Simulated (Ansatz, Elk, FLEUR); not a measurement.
# Code comparison for BaAlGeH (P3m1, 4 atoms in the cell)

Self-consistent single point.

```xyz
4
Lattice="4.4007 0.0000 0.0000 -2.2004 3.8111 0.0000 0.0000 0.0000 5.2721" Properties=species:S:1:pos:R:3 pbc="T T T"
Ba     0.0000     2.5408     0.5220
Al     0.0000     0.0000     3.3813
Ge     2.2004     1.2704     2.9141
H      0.0000     0.0000     5.1292
```

Shared settings, as Ansatz (an electronic-structure program) writes them: kpoints.mp_grid.grid = 5 5 3; magnetization.spin_orbit = true; scf.occupations.method = fermi_dirac; scf.occupations.width = 0.01 eV. Potentials and cutoffs stand in the table.

```csv
code,model,gap on the mesh (eV),cutoff
FLEUR,"LDA (Perdew-Zunger), all-electron FLAPW (FLEUR), scalar-relativistic valence with spin-orbit coupling in second variation",1.032,Kmax 4.8 1/bohr
Elk,"LDA (PW92), spin-orbit coupling in second variation, all-electron FP-LAPW, Elk's shipped species files, default APW+lo basis",1.028,default
Ansatz,"LDA (PW92) with spin-orbit coupling, PAW files made with PBE",1.019,default
```

Gaps are read on the mesh.

The spread over the programs that give each value: gap on the mesh within 0.013 eV.

FLEUR and Elk treat all electrons, but the usual bases taken here (sphere radii, linearisation, local orbitals, empty states) were not tested for convergence, so the values are no reference for the others.

The starting cell comes from a database of computed structures (which also holds hypothetical and non-ambient phases and stackings), without a prior relaxation at this level. Its lattice was rescaled by a random factor within 2.5 % of one.

Keys are those of Ansatz 0.2.
